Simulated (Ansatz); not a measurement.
OH on the 1x1 (10-10) surface of wurtzite GaN (cut with top plane Ga + N), one in a 1x1 cell, energies for each (16.9 Å²). Energies are against H2O(g) − ½ H2(g), without zero-point or thermal terms; each row is named by its start (#2, #3: further inequivalent places of a kind).

Host crystal: wurtzite GaN, with a band gap (PBE, scalar-relativistic without spin-orbit coupling).

Method: PBE (plane waves to 420 eV, PAW; Ansatz, a quantum-chemistry and plane-wave program).

Set-up: 18 atoms, 9.3 Å thick at the start under the adsorbate (thin: gaps and levels are the slab's own); mesh 6x4x1; 0.01 eV smearing; dipole correction on; 8 atoms held, the rest relaxed; each run with such symmetry as its start has; spin-polarised, no spin-orbit, no U, no dispersion correction.

A negative adsorption energy means that the adsorbate is more stable on the surface than in its reference. Starts that drift may end in the same place. Heights count from the host atoms within 0.3 Å of the top one.

```
starting site                       E_ads (eV)  height (Å)  nearest host atom (Å)  bonded to  change of the vacuum step (eV)  lateral drift (Å)  moment (μB)
----------------------------------  ----------  ----------  ---------------------  ---------  ------------------------------  -----------------  -----------
top N                                     2.19        1.17                 N 1.49          N                           -0.25                0.8          0.0
top Ga                                    0.44        1.80                Ga 1.83         Ga                            0.96                1.0          1.0
top Ga #2                                 0.44        1.80                Ga 1.83         Ga                            0.95                2.3          1.0
hollow Ga-Ga-N-N                          0.44        1.80                Ga 1.83         Ga                            0.97                2.2          1.0
hollow beside Ga                          0.44        1.80                Ga 1.83         Ga                            0.95                1.3          1.0
bridge Ga-Ga-Ga-N-N-N (span 3.3 Å)        0.44        1.80                Ga 1.83         Ga                            0.95                2.3          1.0
```
